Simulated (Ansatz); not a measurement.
Consider InP in the zinc blende structure (space group F-43m, No. 216; a = 5.907 Å). Axes: x, y, z lie along the cube axes.

Method: plane-wave PAW DFT at the r2SCAN level (Ansatz, a program for electronic structure, 500 eV), no spin-orbit coupling.

Base values:

The band gap comes out as 1.03 eV. The valence-band top at Γ is 0.00, 0.00, 0.00 eV and the electron mass comes out as 0.074 mₑ (at Γ).

The change: the cell is stretched by 0.50 % along z with no lateral relaxation, atoms relaxed at fixed cell.

Problem. What happens to the band gap, valence-band top at Γ and electron mass?

Solution. The band gap decreases by 0.04 eV (1.03 eV → 0.99 eV); the valence-band top at Γ (three highest levels, from the VBM) becomes 0.00, 0.00, -0.02 eV (base: 0.00, 0.00, 0.00 eV); the electron mass goes from 0.074 mₑ (at Γ) to 0.071 mₑ (at Γ).

The cells carry an imposed strain or load. Masses are band curvatures over ±0.01 Å⁻¹ around the edge. Whether these cells are dynamically stable was not tested.
